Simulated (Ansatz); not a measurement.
## S_N (zinc-blende BN host)

Computed with HSE06, PAW (plane waves to 420 eV; Ansatz, a first-principles code). Cell: 64 sites, 2×2×2 repeats of a cell of 8 atoms; final energies on a 2×2×2 shifted mesh. Atoms were relaxed at one k-point; the final mesh gave the energies. Lattice scaled to a tabulated measured volume, 5.91 Å³ a site. Site at the start: the N site. Charged cells carry a point-charge image correction with potential alignment at far atoms. Dielectric constants: PBE linear response of the host, to which the point-charge and alignment terms were carried over from the constants of the runs by an Ewald sum. Host gap at this level: 5.79 eV. A cell of this size leaves errors of a few tenths of an eV. Spin–orbit coupling is left out. Each state is the lowest found from its start.

Charges with a result: +1, 0, −1. Others weren't obtained, and one of them could lie lower, also by skipping a charge.

```
charge         moment (μB)  largest move off a lattice site (Å)  image correction with alignment (eV)
------  ------------------  -----------------------------------  ------------------------------------
+1      not spin-polarised                                 0.22                                  0.67
0*                     1.0                                 0.24                                     –
−1*     not spin-polarised                                 0.26                                     –
```

* At this level the carrier isn't localised at the defect: at charge 0 electrons occupy the conduction band; at charge −1 electrons occupy the conduction band. Such a state is shallow or no state of the defect, and this cell gives it no level.

Flagged in the runs: a doubtful potential alignment, a strain field that reaches the edge of the cell.
